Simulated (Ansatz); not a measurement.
A periodic model of amorphous Si$_{30}$N$_{41}$Lu:

```xyz
72
Lattice="9.3053 -0.1156 -0.1510 -0.1156 9.2280 -0.1863 -0.1510 -0.1863 9.6339" Properties=species:S:1:pos:R:3 pbc="T T T"
Si     3.0880     4.2349     7.5056
Si     4.9414     2.8218     0.8733
Si     4.7742     5.9152     7.9552
Si    -0.0080     6.4490    -0.0005
Si     5.4106     4.7779     3.2316
Si     6.7051     5.6835     5.8164
Si     2.2660     4.7598     3.4449
Si     0.1354     6.7843     3.1340
Si     1.7638     2.5805     5.4339
Si     4.4093     1.7425     6.3026
Si     4.8341    -0.1431     8.5629
Si     1.1105     8.3006     8.7734
Si     2.3179     6.8890     1.5063
Si     3.8008     2.1960     3.5014
Si     3.0255     1.2311     0.9076
Si     7.2235     1.1983     7.0764
Si     7.2453     6.9476     1.9985
Si     1.9102     3.9961     0.5320
Si     8.0763     2.7484     1.3250
Si     2.2917     8.9303     6.0604
Si     0.1036     1.6773     9.4644
Si     9.0560     6.8611     7.1094
Si     7.4810     8.9757    -0.2072
Si     7.1239     7.9859     5.0193
Si     8.6125     4.0170     4.1823
Si     0.1255     3.7883     7.5612
Si     3.9750     6.5742     5.2108
Si     2.8875     8.6112     3.2006
Si     5.0957     7.3355     1.0071
Si     5.9498     3.6426     8.2666
N      6.5944     3.3124     0.3059
N      3.0092     7.9455     4.8142
N      5.6616     7.0265     5.3354
N      4.5506     1.3497     4.7074
N      1.1934     7.9758     7.0926
N      3.1627     2.9030     0.7789
N      3.7346     7.7310     1.9073
N      4.9824     3.2167     2.5855
N      1.5138     0.6223     9.5269
N      8.3908     1.0507     0.7694
N      8.6713     6.1847     1.4240
N      3.5468     5.7967     6.7396
N      0.6005     5.3460     3.9260
N      5.8912     2.3532     7.0858
N      1.6601     7.0555    -0.0197
N      8.6376     7.7313     8.7256
N      8.3324     2.7553     3.0290
N      2.2437     5.2038     1.7400
N      7.9828     7.6667     3.4223
N      1.4455     0.8884     5.4002
N      2.3034     3.1273     3.8788
N      5.8315     5.9926     2.0035
N      4.3733     4.3322     8.7100
N      2.9753     0.9228     2.6054
N      8.6326     2.0824     7.8257
N      8.9051     5.3093     7.9613
N      3.1096     2.9068     6.4816
N      6.9201     4.6817     4.4108
N      6.2800     5.1637     7.3960
N      6.6091     8.1646     1.0077
N      3.8155     0.2826     7.2113
N      4.5721     7.3240     8.9178
N      7.5685     0.3812     5.5708
N      1.3825     7.8244     2.6881
N      0.2444     3.5327     5.8063
N      6.5564     0.0192     8.2297
N      4.6683     1.0393     0.3292
N      8.0446     6.7782     5.8476
N      1.6585     3.9893     8.4084
N      0.3286     3.3302     0.7363
N      3.8830     5.3756     3.9730
Lu     8.9848     0.7427     3.8475
```

Level of theory: PBE, scalar-relativistic without spin-orbit coupling (plane waves to 420 eV, PAW; Ansatz, a first-principles code).

A CHGNet melt-quench gave the starting glass, which DFT then relaxed. N atoms were pushed apart under 1.9 Å during the dynamics, to hinder bonds among them. The hot cell started wider than the set density and was brought back towards it in steps. It is the lowest in DFT energy of 2 quenches. It is a model cell: composition and starting density were chosen by hand, and all elements were melted together. No dispersion term was used. Its density started from a set value of 3.24 and ended at 3.20 g/cm³. Cooling (nominally 300 K/ps over its main leg) ran many orders faster than in experiment, which tends to leave more defects and strain. Values belong to this one cell and scatter from quench to quench. Volume and shape were free in the relaxation.

Bonds are counted up to Si-Si 2.60 Å, Si-N 2.06 Å, Si-Lu 3.28 Å, N-N 1.70 Å, N-Lu 2.84 Å, Lu-Lu 4.11 Å. Two cations that share two anions don't count as bonded, nor two that share one unless they lie closer than Si-Si 2.38 Å, Si-Lu 3.19 Å, Lu-Lu 4.00 Å.

Question: Give the coordination numbers, mean bond lengths and angles.

Answer: 
```json
{
  "Mean coordination of Si by anions": "4.00 (30 with 4); 1 close contacts or bonds to cations besides",
  "Mean coordination of N": "3.02 (1 with 2, 38 with 3, 2 with 4)",
  "Mean coordination of Lu by anions": "4.00 (1 with 4); 1 close contacts or bonds to cations besides",
  "Mean Si-N bond": "1.760 Å (spread 0.053 Å, 120 counted)",
  "Mean N-Lu bond": "2.316 Å (spread 0.095 Å, 4 counted)",
  "Bond angle at Si": "mean 108.7°, spread 12.9°",
  "Bond angle at N": "mean 116.4°, spread 17.4°",
  "Bond angle at Lu": "mean 98.7°, spread 30.0°"
}
```

Question: Which atoms depart from the most common coordination of their element?

Answer: Si9 has 5 (N50 1.72 Å, N51 1.73 Å, N57 1.74 Å, N65 1.83 Å, Lu72 3.06 Å); N34 has 2 (Si10 1.65 Å, Si14 1.65 Å); N46 has 4 (Si23 1.82 Å, Si4 1.83 Å, Si12 1.84 Å, Si22 1.88 Å); N49 has 4 (Si17 1.76 Å, Si8 1.82 Å, Si24 1.84 Å, Lu72 2.48 Å).

Question: List the pairs of like atoms that count as bonded by the rules above.

Answer: There are none by these rules.
